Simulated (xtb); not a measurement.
xtb 6.7.1, GFN2-xTB: Al(hfac)3, 43 atoms. The geometry is a generated start, not checked to be a minimum at this level.

| Quantity | Result |
|---|---|
| method | GFN2-xTB |
| --acc | 1 (default) |
| --etemp (K) | 300 (default) |
| detailed input (--input) | none: ANC optimiser, Lindh (1995) Hessian, microcycle=20, maxdispl=1.0, hlow=0.01 (default) |
| basis functions | 169 |
| valence electrons | 228 |

The structure is relaxed from this start with --opt LEVEL for the levels crude, sloppy, loose, lax, normal, tight, vtight, extreme, once each. Up to the end of the extreme run atoms move by at most 1.2 Å along an axis.

Problem. Choose the cheapest level whose final energy lies within 5 meV of that of extreme.

Solution. tight: 134 cycles against 188, ending 0.69 meV above.

```
level    cycles  energy above the extreme run (meV)  gradient norm (eV/Å)
-------  ------  ----------------------------------  --------------------
crude         1                                  25                  0.18
sloppy        1                                  25                  0.18
loose         1                                  25                  0.18
lax           2                                  24                  0.10
normal       16                                  17                 0.037
tight       134                                0.69                 0.038
vtight      164                               0.041                0.0036
extreme     188                                   —                0.0016
```
